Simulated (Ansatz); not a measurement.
## Step by step: formation energy of the neutral V_O in SiO2 (rutile, P4₂/mnm)

We look at the formation energy of the neutral V_O in SiO2 (rutile, P4₂/mnm). Reaction: 24 SiO2 (rutile) → cell A + 1/2 O2 (gas).

A: a supercell of 72 sites of SiO2 (rutile, P4₂/mnm) with one empty O site amid 3 Si; spin state with PBE: run without spin.

Ansatz (a quantum-chemistry and plane-wave program) with PAW potentials; structures come from PBE relaxations, nuclei static, no net charge. Ansatz runs with its default PAW set. Other levels take these structures. The lattices are those relaxed with PBE, so at other levels the solids can be strained. Larger cells are relaxed from a start prepared with the learned potential CHGNet, on a coarser mesh till forces fall under 0.03 eV/Å, which some starts already meet. A dispersion term (D3(BJ), or D4 for r2SCAN) was computed beside these levels and is taken off wherever the name lacks it. Mesh and cell size may move defect energies by 0.1 eV or more. The value holds for the reservoirs listed; other chemical potentials shift it. Cell A has symmetry Amm2 within 0.02 Å and got no random move, so less symmetric positions, which may lie lower, weren't tried.

Total energies of the cells in eV, at zero smearing width. They compare only within one column; the weights balance every element.

```
cell           atoms  weight        r2SCAN
-------------  -----  ------  ------------
A: SiO2:V_O       71      +1  -42138.59912
SiO2 (rutile)     72      −1  -42711.49903
O2 (gas)           2    +1/2   -1131.96020
```

r2SCAN: (-42138.59912) − (-42711.49903) + 1/2 × (-1131.96020) = 6.920 eV.
